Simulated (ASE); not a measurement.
BaZrO3 (cubic perovskite), cell Ba8Zr8O24, with the crystal as the starting point [in the run: it stayed crystalline; mean temperature 295 K (target 300 K)]; MD at a mean temperature of 295 K and a mean pressure of 0.1 GPa, 2.3 ps sampled (in preparation the cell's shape was held).

Nuclei are classical, so zero-point motion is missing.

Give the Zr-O-Zr angle; first peak of g(O-Zr); density; coordination of O (bonds up to O-Zr 2.94 Å); first peak of g(O-O) at the level the machine-learned potential CHGNet 0.3.0 run with ASE.


| Property | Result |
|---|---|
| Zr-O-Zr angle | mean 172°, spread 4°, most frequent near 172° |
| first peak of g(O-Zr) | 2.13 Å, height 15.8 |
| density | 5.92 g/cm³ |
| coordination of O (bonds up to O-Zr 2.94 Å) | 2.00 (2-fold 100 %) |
| first peak of g(O-O) | 3.02 Å, height 7.6 |
